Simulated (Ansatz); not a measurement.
**A computed series for Al2O3: pressure series**

Take Al2O3 in the corundum structure (space group R-3c, No. 167) as the base.

```
CELL_PARAMETERS angstrom
      2.38658     1.37789     4.33779
     -2.38658     1.37789     4.33779
      0.00000    -2.75579     4.33779
ATOMIC_POSITIONS crystal
  Al 0.35203 0.35203 0.35203
  Al 0.14797 0.14797 0.14797
  Al 0.64797 0.64797 0.64797
  Al 0.85203 0.85203 0.85203
  O  0.55585 0.94415 0.25000
  O  0.25000 0.55585 0.94415
  O  0.94415 0.25000 0.55585
  O  0.44415 0.05585 0.75000
  O  0.75000 0.44415 0.05585
  O  0.05585 0.75000 0.44415
```

Cell and atoms are relaxed at each pressure.

Method: PBEsol in Ansatz (plane waves to 420 eV, PAW, scalar-relativistic without spin-orbit coupling), earlier PAW set.

Candidates:
(a) pressure 9 GPa
(b) pressure 4.5 GPa
(c) pressure 30 GPa
(d) pressure −1 GPa

Base values:

The band gap is 6.04 eV.

**Question.** Order them by band gap, lowest first.

**Answer.** (d) pressure −1 GPa (5.99 eV), (b) pressure 4.5 GPa (6.25 eV), (a) pressure 9 GPa (6.46 eV), (c) pressure 30 GPa (7.29 eV)

Load acts through the strain it causes; cell and atoms are relaxed under it. Whether these cells are dynamically stable was not tested. No other phases were tried under pressure.

Ansatz is a program for electronic structure.
